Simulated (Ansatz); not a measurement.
For CuI (P4/nmm, No. 129, 4 atoms in the cell; start mp-22863; a measured phase of this formula has another space group), r²SCAN (plane waves, PAW; Ansatz, a quantum-chemistry and plane-wave program) gives:

* **equilibrium lattice constant a**: 4.096 Å
* **c axis length**: 6.661 Å
* **cohesive energy**: 2.77 eV/atom
* **band gap**: 2.09 eV

Problem. What does PBE0 (PAW; Ansatz) give for the same quantities?

Solution. 
- lattice constant a: 4.182 Å (grows by 2.1 %)
- lattice parameter c: 7.256 Å (rises by 8.9 %)
- cohesive energy: 2.49 eV/atom (falls by 0.28 eV/atom)
- band gap: 3.75 eV (goes up by 1.66 eV)

Changes are worked out from the printed values.

Unless a cell is named, each level is at its own relaxed cell (r²SCAN 27.94, PBE0 31.73 Å³/atom).

Levels without +SOC leave out spin–orbit coupling, which shifts energies and cells of such heavy elements.

Spin–orbit coupling is included only where a level's name says +SOC; with heavier elements it mostly lowers gaps and can invert bands. Density-functional gaps are differences of (generalised) Kohn–Sham levels.

Caveats: the relaxation could not lower the start's symmetry, so the cell can be a saddle point above a distorted one (r²SCAN, PBE0). Ansatz's density-functional and Hartree–Fock values are scalar-relativistic unless marked +SOC, with PAW data made under PBE.

A start named mp-… is a Materials Project structure, which need not be a measured phase.
